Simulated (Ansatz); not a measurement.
Consider BN (space group P6_3/mmc, No. 194; a = 2.5043 Å, c = 7.0354 Å; layered, stacked along the Cartesian z axis).

Level of theory: Kohn–Sham DFT with the PBEsol functional, run in Ansatz (a quantum-chemistry and plane-wave program) with PAW and 420 eV plane waves, no spin-orbit coupling.

Base values:

Gap between the host's bands: 4.25 eV
Gap character: indirect, k = (0.296, 1/3, 0) in the run's primitive reciprocal basis → M

The change: hole doping at 2.0×10^21 cm⁻³ (0.0764 per cell), with a uniform compensating background at fixed cell and a 300 K Fermi–Dirac width.

Q: Predict the new Fermi level from band edge.

A: The Fermi level relative to the doped band's edge (positive inside the band; to 0.05 eV) is +0.10 eV.

Q: What does the calculation give for the gap between the host's bands after the change?

A: The gap between the host's bands increases by 0.08 eV to 4.33 eV.

Q: What does the calculation give for the gap character after the change?

A: The gap character stays indirect, k = (0.296, 1/3, 0) in the run's primitive reciprocal basis → M.

Charged cell with a jellium background: band edges are those of the host's band count, energies are not comparable with the neutral cell, and many-body gap narrowing is missing. No phonon test of stability was made. The base started in Pnma and relaxed to P6_3/mmc at this level. No dispersion term is included in the PBEsol runs.
